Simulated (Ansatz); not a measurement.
Electronic density of states of amorphous Hf₁₀Al₁₀O₃₅, density 6.50 g/cm³, on a 2×2×2 Γ-centred mesh with a Gaussian width of 0.1 eV; energies count from the Fermi level, whose place inside the gap is arbitrary. Cell and mesh are small, so fine structure isn't converged. All values below come from PBE, scalar-relativistic without spin-orbit coupling (plane waves to 420 eV, PAW; Ansatz, an electronic-structure program). Sampling: a 2×2×2 Γ-centred mesh; Fermi-Dirac width 0.02 eV; no spin polarisation. At PBE the levels at the filled edge of the gap are localised (band-tail or defect states), and the nearest spread-out levels lie 4.1 eV apart at the zone centre.

Preparation: random packing, a CHGNet melt and quench, and a DFT relaxation. O atoms were pushed apart under 1.9 Å during the dynamics, to hinder bonds among them. It is the lowest in DFT energy of 2 quenches. It is a model cell: composition and starting density were chosen by hand, and all elements were melted together. No dispersion term was used. Its density started from a set value of 6.50 and ended at 6.50 g/cm³. The quench (nominally 150 K/ps over its main leg) was far faster than any real one, so the model tends to hold more defects than a real film. Values belong to this one cell and scatter from quench to quench. The volume was free in the relaxation, at fixed shape. Stress components on the final sampling reach 3.8 GPa.

(E - EF (eV), states/(eV atom)): (-12.00, 0.02); (-11.90, 0.00); (-11.80, 0.00); (-11.70, 0.00); (-11.60, 0.00); (-11.50, 0.00); (-11.40, 0.00); (-11.30, 0.00); (-11.20, 0.00); (-11.10, 0.00); (-11.00, 0.00); (-10.90, 0.00); (-10.80, 0.00); (-10.70, 0.00); (-10.60, 0.00); (-10.50, 0.00); (-10.40, 0.00); (-10.30, 0.00); (-10.20, 0.00); (-10.10, 0.00); (-10.00, 0.00); (-9.90, 0.00); (-9.80, 0.00); (-9.70, 0.00); (-9.60, 0.00); (-9.50, 0.00); (-9.40, 0.00); (-9.30, 0.00); (-9.20, 0.00); (-9.10, 0.00); (-9.00, 0.00); (-8.90, 0.00); (-8.80, 0.00); (-8.70, 0.01); (-8.60, 0.09); (-8.50, 0.19); (-8.40, 0.07); (-8.30, 0.01); (-8.20, 0.00); (-8.10, 0.03); (-8.00, 0.15); (-7.90, 0.24); (-7.80, 0.23); (-7.70, 0.22); (-7.60, 0.27); (-7.50, 0.35); (-7.40, 0.32); (-7.30, 0.28); (-7.20, 0.34); (-7.10, 0.36); (-7.00, 0.36); (-6.90, 0.44); (-6.80, 0.53); (-6.70, 0.59); (-6.60, 0.58); (-6.50, 0.55); (-6.40, 0.62); (-6.30, 0.64); (-6.20, 0.66); (-6.10, 0.69); (-6.00, 0.63); (-5.90, 0.66); (-5.80, 0.70); (-5.70, 0.68); (-5.60, 0.76); (-5.50, 0.78); (-5.40, 0.75); (-5.30, 0.78); (-5.20, 0.72); (-5.10, 0.76); (-5.00, 0.80); (-4.90, 0.79); (-4.80, 0.74); (-4.70, 0.70); (-4.60, 0.69); (-4.50, 0.76); (-4.40, 0.86); (-4.30, 0.90); (-4.20, 0.86); (-4.10, 0.82); (-4.00, 0.77); (-3.90, 0.76); (-3.80, 0.76); (-3.70, 0.76); (-3.60, 0.84); (-3.50, 0.76); (-3.40, 0.77); (-3.30, 0.85); (-3.20, 0.77); (-3.10, 0.78); (-3.00, 0.88); (-2.90, 0.88); (-2.80, 0.85); (-2.70, 0.80); (-2.60, 0.76); (-2.50, 0.66); (-2.40, 0.50); (-2.30, 0.33); (-2.20, 0.23); (-2.10, 0.16); (-2.00, 0.04); (-1.90, 0.06); (-1.80, 0.16); (-1.70, 0.11); (-1.60, 0.02); (-1.50, 0.00); (-1.40, 0.00); (-1.30, 0.00); (-1.20, 0.00); (-1.10, 0.00); (-1.00, 0.00); (-0.90, 0.00); (-0.80, 0.00); (-0.70, 0.00); (-0.60, 0.00); (-0.50, 0.00); (-0.40, 0.00); (-0.30, 0.00); (-0.20, 0.00); (-0.10, 0.00); (0.00, 0.00); (0.10, 0.00); (0.20, 0.00); (0.30, 0.00); (0.40, 0.00); (0.50, 0.00); (0.60, 0.00); (0.70, 0.00); (0.80, 0.00); (0.90, 0.00); (1.00, 0.00); (1.10, 0.00); (1.20, 0.00); (1.30, 0.00); (1.40, 0.00); (1.50, 0.00); (1.60, 0.01); (1.70, 0.02); (1.80, 0.01); (1.90, 0.00); (2.00, 0.05); (2.10, 0.18); (2.20, 0.23); (2.30, 0.32); (2.40, 0.42); (2.50, 0.41); (2.60, 0.42); (2.70, 0.48); (2.80, 0.54); (2.90, 0.50); (3.00, 0.42); (3.10, 0.36); (3.20, 0.39); (3.30, 0.42); (3.40, 0.46); (3.50, 0.53); (3.60, 0.51); (3.70, 0.52); (3.80, 0.54); (3.90, 0.54); (4.00, 0.47); (4.10, 0.44); (4.20, 0.43); (4.30, 0.40); (4.40, 0.41); (4.50, 0.44); (4.60, 0.42); (4.70, 0.40); (4.80, 0.41); (4.90, 0.45); (5.00, 0.47); (5.10, 0.42); (5.20, 0.37)

The level gap on this mesh is 3.44 eV; the broadening fills part of it in the curve.
